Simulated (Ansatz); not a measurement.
For SnAu (P6₃/mmc, No. 194), PBEsol in Ansatz (PAW) gives:

| Property | Result |
|---|---|
| lattice constant a | 4.332 Å |
| lattice parameter c | 5.555 Å |

Question: What does r²SCAN+rVV10 in Ansatz (PAW) give for the same quantities?

Answer: 
- lattice constant a: 4.328 Å (decreases by 0.1 %)
- lattice parameter c: 5.577 Å (grows by 0.4 %)

Changes are worked out from the printed values.

Unless a cell is named, each level is at its own relaxed cell (PBEsol 22.57, r²SCAN+rVV10 22.62 Å³/atom).

Levels without +SOC leave out spin–orbit coupling, which shifts energies and cells of such heavy elements.

Caveats: the relaxation could not lower the start's symmetry, so the cell can be a saddle point above a distorted one (PBEsol, r²SCAN+rVV10). Ansatz's density-functional and Hartree–Fock values are scalar-relativistic unless marked +SOC, with PAW data made under PBE.

Ansatz is a quantum-chemistry and plane-wave program.
